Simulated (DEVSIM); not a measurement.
System: Schottky contact on n-type GaAs, at 250 K.

```tsv
layer (left to right)	material	thickness (μm)	Nd (cm⁻³)	τn (s)	τp (s)
1	GaAs	7.60	1.5e16	4.2e-8	4.2e-8
```

Left contact: Schottky, work function 4.73 eV, emission velocity 8.7e6 cm/s. Right contact: ohmic. Voltage is applied to the left contact. Recombination: SRH at mid-gap, radiative. Mobility is μmin + (μ − μmin)/(1 + (N/Nref)^α).

This is a model device: material constants are rounded textbook-type values typed into the input, and sizes, dopings and lifetimes were drawn at random. Values at 300 K; Nc and Nv go as T^1.5, mobilities as T to minus their exponent, the gap by Varshni's rule with the affinity fixed. The table also holds parameters that only a changed run uses.

| parameter | GaAs |
|---|---|
| gap (eV) | 1.424 |
| affinity (eV) | 4.07 |
| permittivity | 12.9 |
| Nc (cm⁻³) | 4.7e17 |
| Nv (cm⁻³) | 9e18 |
| μn (cm²/Vs) | 8500 |
| μp (cm²/Vs) | 400 |
| μn,min | 500 |
| μp,min | 20 |
| Nref,n | 6e16 |
| Nref,p | 1.5e17 |
| αn | 0.39 |
| αp | 0.38 |
| T exponent of μn | 2.1 |
| T exponent of μp | 2.2 |
| B (cm³/s) | 2e-10 |
| Cn (cm⁶/s) | 1e-30 |
| Cp (cm⁶/s) | 1e-30 |
| Varshni α (eV/K) | 0.000541 |
| Varshni β (K) | 204 |

Model (solved in DEVSIM): 1D drift-diffusion, Boltzmann statistics, complete ionisation; no tunnelling, impact ionisation, image-force lowering or self-heating. Metal contacts follow the ideal Schottky-Mott rule: no Fermi-level pinning, no interface dipoles.

Base results: largest field in the device at zero bias (V/cm) 49000; dark forward voltage at 1 A/cm² (V) 0.378; dark forward voltage at 100 A/cm² (V) 0.483; potential step across the device at zero bias (V) 0.592.

Task: What follows from this one change: temperature 250 → 400 K?

Result: largest field in the device at zero bias 49000 → 45000 V/cm; dark forward voltage at 1 A/cm² 0.378 → 0.187 V; dark forward voltage at 100 A/cm² 0.483 → 0.357 V; potential step across the device at zero bias 0.592 → 0.526 V.

Task: What follows from this one change: metal work function 4.73 → 4.83 eV?

Result: largest field in the device at zero bias 49000 → 53000 V/cm; dark forward voltage at 1 A/cm² 0.378 → 0.478 V; dark forward voltage at 100 A/cm² 0.483 → 0.583 V; potential step across the device at zero bias 0.592 → 0.692 V.

Task: What follows from this one change: doping Nd of layer 1 1.5e+16 → 4.5e+15 cm^-3?

Result: largest field in the device at zero bias 49000 → 26000 V/cm; dark forward voltage at 1 A/cm² little changed (0.379 V); dark forward voltage at 100 A/cm² 0.483 → 0.492 V; potential step across the device at zero bias 0.592 → 0.566 V.
